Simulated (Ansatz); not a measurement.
**AgI, response to strain**

Start from AgI in the rock salt structure (space group Fm-3m, No. 225; a = 5.985 Å; a model cell, its experimental status unchecked). Axes: x, y, z lie along the cube axes.

Strains are applied to the cell and any free atomic positions relax; under biaxial strain the out-of-plane vector relaxes too; under stress the whole cell relaxes.

Computed with PBEsol (Ansatz, a first-principles code, PAW, no spin-orbit coupling).

Notes on the quantities. energy relative to the base: free energy F.

| variant | energy relative to the base | smallest direct gap | space group | gap character | shortest interatomic distance |
|---|---|---|---|---|---|
| base | 0 meV/atom | 2.48 eV | Fm-3m (No. 225) | indirect, L → X | 2.992 Å |
| biaxial strain −2.20 %, plane normal [001], relaxed out of plane | +7.1 meV/atom | 2.49 eV | I4/mmm (No. 139) | indirect, N → X | 2.927 Å |
| biaxial strain +3.76 %, plane normal [111], relaxed out of plane | +11 meV/atom | 1.99 eV | R-3m (No. 166) | indirect, L → F | 3.023 Å |
| biaxial strain +4.42 %, plane normal [111], relaxed out of plane | +15 meV/atom | 1.91 eV | R-3m (No. 166) | indirect, L → F | 3.029 Å |
| isotropic strain −4.02 % | +68 meV/atom | – | Fm-3m (No. 225) | – | 2.872 Å |
| isotropic strain −0.70 % | +1.8 meV/atom | 2.57 eV | Fm-3m (No. 225) | indirect, L → X | 2.972 Å |
| isotropic strain +3.29 % | +33 meV/atom | 2.11 eV | Fm-3m (No. 225) | indirect, L → X | 3.091 Å |
| uniaxial stress, 8 GPa compression along x | +52 meV/atom | – | I4/mmm (No. 139) | – | 2.730 Å |
| tensor shear ε_yz = −1.17 % | +0.5 meV/atom | 2.40 eV | Immm (No. 71) | indirect, S → X | 2.992 Å |
| tensor shear ε_xy = −2.03 % | +1.5 meV/atom | 2.33 eV | Immm (No. 71) | indirect, S → X | 2.992 Å |

The mesh was chosen for an insulator and is coarse for the gapless case. Spin-orbit coupling, missing from the scalar runs, can matter with I. Beyond what the load breaks, stability against distortions was not tested. The final runs are not spin-polarised. This is not the structure that AgI has at room temperature and ambient pressure. Labels are those of the standard path for the cell's own space group.
